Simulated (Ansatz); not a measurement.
The parent structure is Ge3N4 (space group P6_3/m, No. 176; a = 8.1295 Å, c = 3.1141 Å). Axes: x lies along a and z along c of the hexagonal cell.

Calculations: plane-wave PAW DFT at the PBE level (Ansatz, a quantum-chemistry and plane-wave program, 420 eV), scalar-relativistic without spin-orbit coupling.

For the base:

* **Electron mass**: 0.21 mₑ along c, 0.24 mₑ across (at Γ)
* **Shortest interatomic distance**: 1.852 Å
* **Band gap**: 1.82 eV

Modification: biaxial strain −0.59 %, plane normal [001], relaxed out of plane (Cartesian); in-plane vectors clamped, the third vector and the atoms free.

What happens to the electron mass, shortest interatomic distance, band gap and out-of-plane strain?

The electron mass changes from 0.21 mₑ along c, 0.24 mₑ across (at Γ) to 0.21 mₑ out of plane, 0.25 mₑ in plane (at Γ); the shortest interatomic distance drops by 0.008 Å (1.852 Å → 1.844 Å); the band gap grows by 0.124 eV, from 1.82 eV to 1.95 eV; the out-of-plane strain comes out as +0.26 %.

Effective masses come from finite differences of ±0.01 Å⁻¹. Stability against distortions was not tested.
